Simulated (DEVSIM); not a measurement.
Structure: abrupt Si n-p junction, at 250 K.

| layer (left to right) | material | thickness (μm) | Nd (cm⁻³) | Na (cm⁻³) | τn (s) | τp (s) |
|---|---|---|---|---|---|---|
| 1 | Si | 19.0 | 1.1e15 | - | 1.5e-6 | 1.5e-6 |
| 2 | Si | 0.350 | - | 4.9e15 | 1.5e-6 | 1.5e-6 |

Left contact: ohmic. Right contact: ohmic. Voltage is applied to the left contact. Recombination: SRH at mid-gap, radiative, Auger. Mobility is constant in doping.

The device is made up for the run: typed textbook-type constants, with dimensions and the other settings drawn at random. Values at 300 K; Nc and Nv go as T^1.5, mobilities as T to minus their exponent, the gap by Varshni's rule with the affinity fixed.

```
parameter               Si
----------------  --------
gap (eV)             1.124
affinity (eV)         4.05
permittivity          11.7
Nc (cm⁻³)          2.86e19
Nv (cm⁻³)           3.1e19
μn (cm²/Vs)           1417
μp (cm²/Vs)            470
T exponent of μn       2.3
T exponent of μp       2.2
B (cm³/s)          4.7e-15
Cn (cm⁶/s)         2.8e-31
Cp (cm⁶/s)         9.9e-32
Varshni α (eV/K)  0.000473
Varshni β (K)          636
```

Model (solved in DEVSIM): 1D drift-diffusion, Boltzmann statistics, complete ionisation; no tunnelling, impact ionisation, image-force lowering or self-heating.

The thickness of layer 2 was swept, all else fixed.

| thickness of layer 2 (μm) | dark forward voltage at 1 A/cm² (V) | dark forward voltage at 100 A/cm² (V) |
|---|---|---|
| 0.07 | 0.585 | 1.053 |
| 0.12 | 0.594 | 1.032 |
| 0.21 | 0.611 | 1.001 |
| 0.35 | 0.625 | 0.975 |
| 0.59 | 0.637 | 0.952 |
| 1 | 0.647 | 0.936 |
| 1.8 | 0.660 | 0.922 |

From the first row to the last the dark forward voltage at 1 A/cm² goes from 0.585 to 0.660. From the first row to the last the dark forward voltage at 100 A/cm² goes from 1.053 to 0.922.
